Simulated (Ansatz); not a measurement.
# What Zn → Re does to ZnCu2SnS4

Start from ZnCu₂SnS₄ (space group I-4, No. 82; a = 5.4145 Å, c = 10.8227 Å).

Modification: full substitution Zn → Re; the structure is relaxed again.

Level of theory: Ansatz (a quantum-chemistry and plane-wave program) r2SCAN, spin-orbit coupling left out, earlier PAW set. Γ-centred 12×12×12 mesh, Fermi–Dirac width 0.05 eV, for the changed cell.

```tsv
quantity	base	changed	shift
volume per atom	19.83 Å³	20.57 Å³	+0.74 Å³
density	4.60 g/cm³	5.65 g/cm³	+1.05 g/cm³
lattice parameter a	5.414 Å	5.457 Å	+0.043 Å
c/a ratio	1.999	2.025	+0.0266
space group	I-4 (No. 82)	I-4 (No. 82)	–
shortest interatomic distance	2.299 Å	2.254 Å	-0.0457 Å
band gap	0.47 eV	zero	–
```

Final structure:

```xyz
8
Lattice="-2.7285 2.7285 5.5263 2.7285 -2.7285 5.5263 2.7285 2.7285 -5.5263" Properties=species:S:1:pos:R:3 pbc="T T T"
Cu     0.0000     0.0000     0.0000
Cu     0.0000     2.7285     2.7631
Re     2.7285     0.0000     2.7631
Sn     0.0000     0.0000     5.5263
S      1.5636     1.5076     3.9671
S      1.1649     1.2209    -1.5591
S      4.2361     1.1649     1.5591
S     -1.5076     1.5636     7.0854
```

Whether these cells are dynamically stable was not tested. As relaxed here, Cu2ReSnS4 is a hypothetical phase, not in the database extracts checked. All final runs are without spin polarisation. An odd electron count without spin: Cu2ReSnS4. Cu2ReSnS4 has a high density of states at the Fermi level and may be magnetic at this level.
